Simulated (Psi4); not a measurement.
Psi4 1.11, PBE/def2-svp: Cd(OH)(acac) (CC1=CC(C)=[O]->[Cd]([OH])[O]1), 17 atoms. The geometry is a generated start, not checked to be a minimum at this level.

```yaml
task: energy
method: pbe
basis: def2-svp
memory: 3 GB
maxiter: 100
keys_of_the_molecule_block: symmetry c1
scf_type: df (default)
e_convergence: 1e-06 (default)
d_convergence: 1e-06 (default)
dft_radial_points: 75 (default)
dft_spherical_points: 302 (default)
effective_core_potentials: those of the basis set, past Kr
basis_functions: 183
grid_points: 360846
```

```xyz
17

Cd    -0.4454     2.2786     0.7187
O     -0.9812     4.0640     1.1041
H     -0.8688     4.6425     0.3445
C      0.5348    -0.3576    -2.5848
C      0.2000     0.1237    -1.1927
C      0.1723    -0.8250    -0.1682
C     -0.1097    -0.6031     1.1822
C     -0.0774    -1.7897     2.1162
O     -0.3967     0.5087     1.7226
O     -0.0299     1.3666    -1.0774
H      0.7411    -1.4216    -2.6063
H     -0.2993    -0.1367    -3.2482
H      1.3981     0.1910    -2.9541
H      0.3939    -1.8418    -0.4523
H     -1.0584    -1.9042     2.5736
H      0.1950    -2.7061     1.6048
H      0.6317    -1.5893     2.9172
```

Charge 0 and multiplicity 1 are set for this test and not shown to be the ground state.

With the defaults (diis_max_vecs = 10, diis = true, scf_initial_accelerator = adiis, damping_percentage = 0, guess = auto, which took SAD, diis_start = 1) it converges in 13 SCF iterations. One run each on 2 threads, with these changes:
- guess = modhuckel
- diis_max_vecs = 3
- guess = core
- diis = false, scf_initial_accelerator = none, damping_percentage = 60
- diis_start = 4
- diis_max_vecs = 20
- guess = gwh
- guess = huckel
- guess = sap

Which runs fail or end elsewhere than the default run?

No convergence: diis_max_vecs = 3; diis = false, scf_initial_accelerator = none, damping_percentage = 60 (the run ends without SCF convergence in 100 iterations). The rest reach the solution of the defaults.

```csv
setting,SCF iterations,end
the defaults,13,same solution
diis_max_vecs = 20,13,same solution
guess = huckel,15,same solution
guess = modhuckel,17,same solution
guess = sap,17,same solution
guess = core,19,same solution
diis_start = 4,20,same solution
guess = gwh,21,same solution
diis_max_vecs = 3,100,no convergence
"diis = false, scf_initial_accelerator = none, damping_percentage = 60",100,no convergence
```

1 further run of the study ended by our limits or in an error and is left out.
